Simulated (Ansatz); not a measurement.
An Ansatz (an electronic-structure program) run: TiSi2 with a change (biaxial strain +0.38 %, plane normal [001], relaxed out of plane); Kohn–Sham DFT with the r2SCAN functional, run in Ansatz with PAW and 500 eV plane waves, no spin-orbit coupling.

Input:

Ansatz 0.2 input:
```yaml
crystal:
  lattice:
    - [3.5400091756, 0, 0]
    - [1.7700045878, 6.78405717, 0]
    - [0, 0, 3.5584027315]
  atoms:
    - { symbol: Si, position: [0.9416691419, 0.1166617162, 0.75] }
    - { symbol: Si, position: [0.0583308581, 0.8833382838, 0.25] }
    - { symbol: Si, position: [0.2502914967, 0.4994170066, 0.75] }
    - { symbol: Si, position: [0.7497085033, 0.5005829934, 0.25] }
    - { symbol: Ti, position: [0.6031984851, 0.7936030298, 0.75] }
    - { symbol: Ti, position: [0.3968015149, 0.2063969702, 0.25] }
basis: { ecutwfc: 500, ecutrho_ratio: 4, xc_grid: 4, fft_grid_basis: typed }
kpoints: { mp_grid: { grid: [14, 14, 13] } }
hamiltonian:
  xc: r2scan
  dispersion: none
  pseudopotentials: { kind: paw }
scf: { occupations: { method: fermi_dirac, width: 0.05 } }
relax: { f_tol: 0.005, max_steps: 50, cell: { stress_tol: 0.01, fix: [a, b, gamma] } }
output: { forces: true, stress: true }
checkpoint: { write: state.ck, write_every: 1000 }
```

Output (explanatory and most iteration lines left out):

```
Relaxation: its limit of steps is 50 (relax.max_steps)
Pseudopotential: Si, paw, valence charge 4
Pseudopotential: Ti, paw, valence charge 12
Crystal: 6 atoms, lattice volume = 85.457 Å³
Basis set: ecut = 500 eV, 2183 PW (Γ), exchange–correlation on 108×216×108 points (64 copies of the dense FFT grid, shifted against one another)
Bands: 26, of which v1, the nominal top of the filled ones, is band 20 counted from 1 (19 counted from 0)
Symmetry: 8 space group operations
Space group: Cmcm (ITA 63), of the structure as read, at distance tolerance 4.4e-5 Å
k-points: 399 of 2548
Functional: x = r2scan, c = r2scan; τ floored in thin density (d = 2e-4 eV/Å³)
SCF iter   1: F=—  HF=-7568.188217 eV  |F-HF|=—  |Δ(HF+E_count)|=         —  Δρ=8.79e-3  dr2=4.74e-2  dr2_τ=5.50e-2  ethr=1.77e-3  ⟨swp⟩=6.5  Hψ=53880  notcnv=0
SCF iter   2: F=—  HF=-7568.323365 eV  |F-HF|=—  |Δ(HF+E_count)|=   1.35e-1  Δρ=4.28e-3  dr2=1.38e-2  dr2_τ=8.26e-4  ethr=1.18e-4  ⟨swp⟩=2.2  Hψ=23734  notcnv=0  defer=91
SCF 1 converged in 7 iterations: F = -7568.324997 eV  dr2 = 7.31e-9
relax step   1: F+E_penalty+E_count = -7568.32499654 eV  Δ(F+E_penalty+E_count) = +0.000e0 eV  max|allowed force component| = 3.552e-2 eV/Å  Δτ_max = 0.0000 Å  P = -0.690 GPa  Ω = 85.457 Å³  fix = [a, b, gamma]  reactions: a -1.035, b -1.036 GPa; gamma -0.000 GPa/rad  (7 SCF iters, dr2 threshold 1.00e-7 eV, accepted)
[... steps on the carried basis left out ...]
relax step   4: F+E_penalty+E_count = -7568.32512648 eV  Δ(F+E_penalty+E_count) = -5.875e-7 eV  max|allowed force component| = 3.329e-4 eV/Å  Δτ_max = 0.0002 Å  P = -0.649 GPa  Ω = 85.459 Å³  energy of the carried Pulay correction = -3.340e-7 eV  fix = [a, b, gamma]  reactions: a -1.048, b -0.901 GPa; gamma +0.038 GPa/rad  (6 SCF iters, dr2 threshold 3.50e-10 eV, accepted)
Crystal: 6 atoms, lattice volume = 85.459 Å³
SCF iter   1: F=—  HF=-7568.325127 eV  |F-HF|=—  |Δ(HF+E_count)|=         —  Δρ=4.14e-7  dr2=1.64e-10  dr2_τ=2.56e-12  ethr=6.38e-8  ⟨swp⟩=3.1  Hψ=78709  notcnv=0
SCF iter   2: F=—  HF=-7568.325127 eV  |F-HF|=—  |Δ(HF+E_count)|=   1.27e-7  Δρ=1.43e-7  dr2=2.16e-11  dr2_τ=1.22e-12  ethr=1.00e-12  ⟨swp⟩=3.7  Hψ=24477  notcnv=0
SCF 5 converged in 5 iterations: F = -7568.325127 eV  dr2 = 7.23e-14
SCF converged after 5 iterations
Free energy (F): -7568.325127 eV
Internal energy: -7568.312863 eV  (E = F + TS)
E sigma→0 (E₀):  -7568.318995 eV
Entropy (-TS):   -0.012264 eV (-2.044 meV/atom)
Fermi energy:    12.946433 eV
--- Forces (eV/Å), atoms counted from 1 ---
  atom   1  Si     0.00000000    -0.00027198     0.00000000
  atom   2  Si    -0.00000000     0.00027198    -0.00000000
  atom   3  Si    -0.00000000     0.00033263    -0.00000000
  atom   4  Si     0.00000000    -0.00033263     0.00000000
  atom   5  Ti     0.00000000    -0.00020222    -0.00000000
  atom   6  Ti    -0.00000000     0.00020222     0.00000000
--- Stress (GPa, compression-positive) ---
       -1.114116      -0.000000      -0.000000
       -0.000000      -0.835588      -0.000000
       -0.000000      -0.000000       0.003155
  P = ⅓ Tr σ = -0.6488 GPa (-6.488 kbar)
--- Relaxed structure (4 steps of the walk, 4 accepted, 1 SCFs on fresh bases) ---
  cell:  # Å, volume = 85.4586 Å³
    - [3.5400091756, -1.7143147065128558e-113, 0.0]
    - [1.7700045878, 6.78405717, 0.0]
    - [0.0, 0.0, 3.558459690987271]
  atoms:
    - { symbol: Si, position: [0.9417577342264939, 0.11648453154701216, 0.7500000000000001] }
    - { symbol: Si, position: [0.05824226577350605, 0.8835154684529879, 0.25000000000000006] }
    - { symbol: Si, position: [0.2501464000022775, 0.49970719999544494, 0.7500000000000001] }
    - { symbol: Si, position: [0.7498535999977225, 0.500292800004555, 0.25000000000000006] }
    - { symbol: Ti, position: [0.6033607874640193, 0.7932784250719613, 0.7500000000000001] }
    - { symbol: Ti, position: [0.3966392125359806, 0.20672157492803875, 0.25000000000000006] }
```

Without a gap, meshes like the base's 14×14×13 leave anisotropic stresses uncertain by several tenths of a GPa, and small strain energies with them. Whether these cells are dynamically stable was not tested. All final runs are without spin polarisation. The cell was made from TiSi2 (space group Cmcm, No. 63) by this change: biaxial strain +0.38 %, plane normal [001], relaxed out of plane.
